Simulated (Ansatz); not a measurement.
Band structure of NbNi₆Mo (Pmm2, 8 atoms in the cell).

```yaml
crystal:
  lattice:
    - [4.22503, 0.00000, 0.00000]
    - [0.00000, 5.04108, 0.00000]
    - [0.00000, 0.00000, 4.48044]
  atoms:
    - { symbol: Nb, position: [0.00000, 0.00000, 0.65388] }
    - { symbol: Ni, position: [0.00000, 0.50000, 0.66836] }
    - { symbol: Ni, position: [0.50000, 0.00000, 0.31901] }
    - { symbol: Ni, position: [0.50000, 0.74499, 0.84385] }
    - { symbol: Ni, position: [0.50000, 0.25501, 0.84385] }
    - { symbol: Ni, position: [0.00000, 0.74367, 0.16058] }
    - { symbol: Ni, position: [0.00000, 0.25633, 0.16058] }
    - { symbol: Mo, position: [0.50000, 0.50000, 0.34988] }
```

Level of theory: PBEsol, PAW files made with PBE (plane waves; Ansatz, a quantum-chemistry and plane-wave program).

Settings: basis.ecutwfc = 420 eV; kpoints.mp_grid.grid = 4 3 4; hamiltonian.xc = pbesol; hamiltonian.pseudopotentials = {kind: paw} (an earlier, softer set of the program's PAW files); scf.occupations.method = gaussian; scf.occupations.width = 0.05 eV; kpoints.band_path.npoints = 8.

The starting cell comes from a database of computed structures (which also holds hypothetical and non-ambient phases and stackings), without a prior relaxation at this level. Its lattice was rescaled by a random factor within 2.5 % of one. Spin polarisation is off.

Levels in eV from the Fermi level, bands 64 to 71:
```json
[
 {"point": "Γ", "64": "-0.68", "65": "-0.58", "66": "-0.15", "67": "-0.08", "68": "0.66", "69": "0.67", "70": "0.75", "71": "1.11"},
 {"point": "X", "64": "-0.69", "65": "-0.51", "66": "-0.37", "67": "0.20", "68": "0.33", "69": "0.44", "70": "0.55", "71": "0.64"},
 {"point": "S", "64": "-0.65", "65": "-0.51", "66": "-0.48", "67": "0.20", "68": "0.48", "69": "0.54", "70": "0.61", "71": "0.71"},
 {"point": "Y", "64": "-0.95", "65": "-0.80", "66": "-0.74", "67": "-0.56", "68": "0.43", "69": "0.61", "70": "0.81", "71": "1.05"},
 {"point": "Z", "64": "-1.28", "65": "-0.93", "66": "-0.81", "67": "-0.13", "68": "0.02", "69": "0.23", "70": "0.47", "71": "0.99"},
 {"point": "U", "64": "-1.17", "65": "-0.75", "66": "-0.67", "67": "-0.32", "68": "-0.30", "69": "-0.15", "70": "0.42", "71": "0.63"},
 {"point": "R", "64": "-1.08", "65": "-0.65", "66": "-0.61", "67": "-0.55", "68": "-0.38", "69": "0.04", "70": "0.08", "71": "1.09"},
 {"point": "T", "64": "-0.89", "65": "-0.54", "66": "-0.50", "67": "-0.46", "68": "-0.01", "69": "-0.01", "70": "0.02", "71": "0.96"}
]
```

Bands cross the Fermi level along this path, so the cell is metallic at this level.

Keys are those of Ansatz 0.2.
